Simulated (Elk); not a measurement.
Elk run on NbVCr (Imma, 6 atoms in the cell): self-consistent single point.

Level of theory: PBEsol, all-electron FP-LAPW, Elk's shipped species files, APW+lo basis with extra local orbitals (Elk).

The change in words: lattice scaled by 0.98. Reference geometry:
```xyz
6
Lattice="-2.4624 2.5203 3.5074 2.4624 -2.5203 3.5074 2.4624 2.5203 -3.5074" Properties=species:S:1:pos:R:3 pbc="T T T"
Nb     2.4624     1.2601    -0.8680
Nb     0.0000     1.2601     4.3754
V      0.0000     2.5203     0.0000
V      0.0000     0.0000     0.0000
Cr    -1.2312     1.2601     1.7537
Cr     1.2312     1.2601     1.7537
```

Reference input (self-consistent single point, DFT, PBEsol, all-electron FP-LAPW, Elk's shipped species files, APW+lo basis with extra local orbitals): xctype = 22; rgkmax = 7.5; stype = 3; swidth = 0.00367493 Ha; ngridk = 5 5 5; tforce = true; gmaxvr = 18 1/bohr; lmaxapw = 10; lmaxo = 8; nxlo = 2; lorbcnd = true; lradstp = 2. This run's input differs from it in these lines:

```diff
@@ -46,5 +46,5 @@
 avec
-   -4.6532899552    4.7626106115    6.6280348581
-    4.6532899552   -4.7626106115    6.6280348581
-    4.6532899552    4.7626106115   -6.6280348581
+   -4.5602247230    4.6673589662    6.4954743500
+    4.5602247230   -4.6673589662    6.4954743500
+    4.5602247230    4.6673589662   -6.4954743500
```

Output, abridged:

```
│ Self-consistent loop started │
│ Loop number : 1 │
 total energy                :     -11616.9471918
│ Loop number : 2 │
 total energy                :     -11616.5710825
RMS change in Kohn-Sham potential (target) :   0.5438004344     (  0.1000000000E-05)
Absolute change in total energy (target)   :   0.3761092361     (  0.1000000000E-03)
│ Loop number : 3 │
 total energy                :     -11623.8224252
RMS change in Kohn-Sham potential (target) :   0.4637410997     (  0.1000000000E-05)
Absolute change in total energy (target)   :    7.157315307     (  0.1000000000E-03)
│ Loop number : 4 │
   [... lines left out ...]
Absolute change in total energy (target)   :   0.1636967081E-03 (  0.1000000000E-03)
│ Loop number : 18 │
 total energy                :     -11633.1737986
RMS change in Kohn-Sham potential (target) :   0.1692931160E-05 (  0.1000000000E-05)
Absolute change in total energy (target)   :   0.8335644270E-04 (  0.1000000000E-03)
│ Loop number : 19 │
 total energy                :     -11633.1737565
RMS change in Kohn-Sham potential (target) :   0.5182559875E-06 (  0.1000000000E-05)
Absolute change in total energy (target)   :   0.2125858191E-04 (  0.1000000000E-03)
Convergence targets achieved

│ Loop number : 20 │

Energies :
 Fermi                       :     0.454100709003
 total energy                :     -11633.1737761

Density of states at Fermi energy :    89.13742805
 (states/Hartree/unit cell)

Estimated indirect band gap :   0.1350579545E-02
 from k-point     23 to k-point      3
Estimated direct band gap   :   0.8120107814E-02
 at k-point      3

Charges :
 core                        :    96.00000000
 valence                     :    80.00000000
 interstitial                :    11.30431219
 muffin-tins (core leakage)
  species :    1 (Nb)
   atom    1                 :    38.56033185     (  0.5500268863E-05)
   atom    2                 :    38.56033185     (  0.5500268863E-05)
  species :    2 (V)
   atom    1                 :    21.31435388     (  0.1466093025E-08)
   [... lines left out ...]
   total force               :     0.00000000    0.00000000    0.00000000
   total magnitude           :     0.00000000
  atom :    2
   Hellmann-Feynman          :     0.00000000   -0.00000000   -0.00000000
   IBS                       :     0.00000000    0.00000000    0.00000000
   total force               :     0.00000000    0.00000000    0.00000000
   total magnitude           :     0.00000000
```

The run converged in 20 iterations. The count includes the last loop, which Elk runs after its targets are met. Against the reference run the free energy rises by 2.1 meV/atom.

The starting cell comes from a database of computed structures (which also holds hypothetical and non-ambient phases and stackings), without a prior relaxation at this level. For this run, on top of that: lattice scaled by 0.98. Spin polarisation is off. Values depend on the basis (sphere radii, cutoffs, local orbitals), which need not be converged. The log's line on a gap gives a spacing of levels on this mesh, which the program prints for metals too.

Cost on one core of a shared machine: roughly 4 min.
